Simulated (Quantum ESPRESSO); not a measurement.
# Habitual settings against a tight run: LaMg2 (Fd-3m, 6 atoms in the cell)

Self-consistent single point.

```
LaMg2
1.0
    0.00000     4.40015     4.40015
    4.40015     0.00000     4.40015
    4.40015     4.40015     0.00000
La Mg
2 4
Direct
  0.75000   0.75000   0.75000
  0.50000   0.50000   0.50000
  0.12500   0.12500   0.62500
  0.12500   0.62500   0.12500
  0.12500   0.12500   0.12500
  0.62500   0.12500   0.12500
```

Method: LDA (PZ), GBRV 1.5 ultrasoft (LDA) pseudopotentials (plane waves; Quantum ESPRESSO 7.5).

Base settings: ecutwfc = 40 Ry; ecutrho = 200 Ry; occupations = smearing; smearing = marzari-vanderbilt; degauss = 0.0073499 Ry; potentials = {La: la_lda_v1.uspp.F.UPF, Mg: mg_lda_v1.4.uspp.F.UPF}; K_POINTS = automatic 7 7 7 0 0 0; conv_thr = 1e-10 Ry; mixing_beta = 0.4.

Tight run (finer mesh or higher cutoff; not a proven limit): ecutwfc: 40 Ry → 56 Ry; ecutrho: 200 Ry → 280 Ry; conv_thr: 1e-10 Ry → 7.3e-11 Ry; K_POINTS: automatic 7 7 7 0 0 0 → automatic 10 10 10 0 0 0. It gave Fermi level (on the code's own zero) 7.45 eV; pressure -2.85 GPa.

Quick runs, as changes from the base:
- A: the base itself
- B: ecutwfc: 40 Ry → 32 Ry; ecutrho: 200 Ry → 160 Ry; K_POINTS: automatic 7 7 7 0 0 0 → automatic 6 6 6 1 1 1
- C: ecutwfc: 40 Ry → 24 Ry; ecutrho: 200 Ry → 120 Ry; smearing: marzari-vanderbilt → methfessel-paxton; degauss: 0.0073499 Ry → 0.036749 Ry; K_POINTS: automatic 7 7 7 0 0 0 → automatic 3 3 3 0 0 0
- D: ecutwfc: 40 Ry → 20 Ry; ecutrho: 200 Ry → 100 Ry; smearing: marzari-vanderbilt → fermi-dirac; degauss: 0.0073499 Ry → 0.0099958 Ry; conv_thr: 1e-10 Ry → 7.3e-05 Ry; K_POINTS: automatic 7 7 7 0 0 0 → automatic 4 4 4 1 1 1
- E: ecutwfc: 40 Ry → 20 Ry; ecutrho: 200 Ry → 100 Ry; smearing: marzari-vanderbilt → methfessel-paxton; degauss: 0.0073499 Ry → 0.0147 Ry; pseudopotentials: {La: la_lda_v1.uspp.F.UPF, Mg: mg_lda_v1.4.uspp.F.UPF} → {La: la_pbesol_v1.uspp.F.UPF, Mg: mg_pbesol_v1.4.uspp.F.UPF}; K_POINTS: automatic 7 7 7 0 0 0 → automatic 2 2 2 1 1 1 [PBEsol]
- F: ecutwfc: 40 Ry → 28 Ry; ecutrho: 200 Ry → 140 Ry; K_POINTS: automatic 7 7 7 0 0 0 → automatic 8 8 8 0 0 0

Energies are extrapolated to zero smearing width, which holds to low order in the width alone (under cold and Methfessel-Paxton smearing the free energy itself is taken).

Dashes: pressure of D, not trusted under this conv_thr with d or f elements; energy of E, another energy zero.

† marks runs with another functional, U, potentials or spin treatment: their distance from the tight run is not a convergence error alone.

The count of work is k-points × plane waves × bands × iterations; it is no time. Core times come from one kind of shared machine and are given to one figure; runs under 30 s give none.

The starting cell comes from a database of computed structures (which also holds hypothetical and non-ambient phases and stackings), without a prior relaxation at this level. Its lattice was rescaled by a random factor within 2.5 % of one.

| run | energy less tight (meV/atom) | pressure less tight (GPa) | count of work / tight | core time / tight (rough) |
|---|---|---|---|---|
| A | 4.1 | -0.03 | 0.23 | 0.3 |
| B | 34.7 | -2.07 | 0.30 | 0.4 |
| C | 1006.7 | -33.27 | 0.016 | 0.05 |
| D | 4144.9 | – | 0.017 | 0.04 |
| E† | – | -106.71 | 0.0082 | 0.03 |
| F | 214.8 | -9.38 | 0.20 | 0.2 |

Among the runs at the tight run's level, the energy misses run from 4.1 to 4144.9 meV/atom.
